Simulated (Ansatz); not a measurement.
# Si under a change: pressure 4.5 GPa

Start from Si in the diamond structure (space group Fd-3m, No. 227; a = 5.4021 Å).

One thing is altered: cell and atoms relaxed at a pressure of 4.5 GPa.

All numbers come from Ansatz (an electronic-structure program) LDA, no spin-orbit coupling. Settings: 11×11×11 k-points, 0.05 eV Fermi–Dirac smearing.

The lattice parameter a shrinks by 0.076 Å (5.402 Å → 5.326 Å) and the enthalpy H = E + PV relative to the base's energy is +0.54 eV/atom. The band gap falls by 0.08 eV, from 0.45 eV to 0.37 eV and the gap character is still indirect, Γ → Γ–X (87 % along). The smallest direct gap goes up by 0.02 eV (2.53 eV → 2.55 eV) and the mean gap deformation potential ΔEg/Δln V is +1.8 eV. The width of the top valence band rises by 0.19 eV to 4.13 eV and the electron mass becomes 0.94 mₑ along k, 0.19 mₑ across (off the special points) (base: 0.93 mₑ along k, 0.19 mₑ across (off the special points)). The hole mass (degenerate bands, along [100]) becomes 0.19, 0.25, 0.25 mₑ (at Γ) (base: 0.17, 0.26, 0.26 mₑ (at Γ)) and the valley order (the lowest conduction-band minima on the path, energy above the VBM, named in the base's zone) goes from a point along ⟨100⟩, about 1.0 Å⁻¹ from Γ 0.45 eV; L along ⟨111⟩ 1.48 eV to a point along ⟨100⟩, about 1.0 Å⁻¹ from Γ 0.37 eV; L along ⟨111⟩ 1.63 eV.

Load acts through the strain it causes; cell and atoms are relaxed under it. Effective masses come from finite differences of ±0.01 Å⁻¹. Along k means along the line from Γ to the band edge. Whether these cells are dynamically stable was not tested. Tetrahedral semiconductors of this kind turn to denser phases somewhere between about 1 and 50 GPa; those were not computed, so compressed cells here can lie past the real transition.
